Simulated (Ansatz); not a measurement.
# A computed series for Cu: response to strain

Base system: Cu in the fcc (Cu type) structure (space group Fm-3m, No. 225; relaxed with 0.1 eV smearing).

```
Cu
1.0
    0.00000     1.75918     1.75918
    1.75918     0.00000     1.75918
    1.75918     1.75918     0.00000
Cu
1
Direct
  0.00000   0.00000   0.00000
```

Cartesian axes are those of the cell as printed.

Strains are applied to the cell and any free atomic positions relax; under biaxial strain the out-of-plane vector relaxes too.

Computed with LDA (Ansatz, an electronic-structure program, PAW, without spin-orbit coupling).

```json
[
 {"biaxial strain, plane normal [001], relaxed out of plane (%)": "0", "out-of-plane strain (%)": "0.00"},
 {"biaxial strain, plane normal [001], relaxed out of plane (%)": "0.5", "out-of-plane strain (%)": "-0.72"},
 {"biaxial strain, plane normal [001], relaxed out of plane (%)": "1", "out-of-plane strain (%)": "-1.44"},
 {"biaxial strain, plane normal [001], relaxed out of plane (%)": "1.5", "out-of-plane strain (%)": "?"},
 {"biaxial strain, plane normal [001], relaxed out of plane (%)": "2", "out-of-plane strain (%)": "-2.93"},
 {"biaxial strain, plane normal [001], relaxed out of plane (%)": "2.5", "out-of-plane strain (%)": "-3.70"},
 {"biaxial strain, plane normal [001], relaxed out of plane (%)": "3", "out-of-plane strain (%)": "-4.49"}
]
```

Question: Fit ε⊥ = −νε + γε² (strains in %) to the rows shown and predict the withheld row.

Answer: Least squares on the printed values gives ν = 1.41 (the biaxial Poisson response) and γ = -0.028 (largest residual 0.01 %); this predicts -2.18 %, and the run gives -2.18 %, in agreement.

Whether these cells are dynamically stable was not tested. The final runs are not spin-polarised.
